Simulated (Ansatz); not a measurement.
We consider Al₁₂W (Im-3, No. 204), described by r²SCAN-D4 (Ansatz, a program for electronic structure, PAW).

Settings: plane-wave cutoff 560 eV, 10×10×10 k mesh, Fermi–Dirac smearing 0.05 eV, no spin polarisation, scalar-relativistic PAW data made under PBE.

Energies at three volumes about the minimum:

| V (Å³/atom) | E − E_lowest (meV/atom) |
|---|---|
| 15.974 | 2.11 |
| 16.300 | 0.00 |
| 16.626 | 1.95 |

Task: Fit a parabola by hand: where is the minimum, what lattice constant follows, and what is the bulk modulus?

Result: Slopes: (0.00 − 2.11)/(16.300 − 15.974) = -6.472 and (1.95 − 0.00)/(16.626 − 16.300) = 5.982 meV/Å³. Curvature E″ = 2 × (5.982 − (-6.472))/(16.626 − 15.974) = 38.202 meV/Å⁶. From the middle of the first interval, the slope vanishes at V0 = 16.1370 − (-6.472)/38.202 = 16.306 Å³/atom. B = V0 E″ = 16.306 × 38.202 meV/Å³ × 0.1602 GPa per meV/Å³ = 99.8 GPa. With 26 atoms in the cube, a = (26 × 16.306)^(1/3) = 7.512 Å. The full Birch–Murnaghan fit to all volumes gives V0 = 16.300 Å³/atom and B0 = 99.4 GPa.
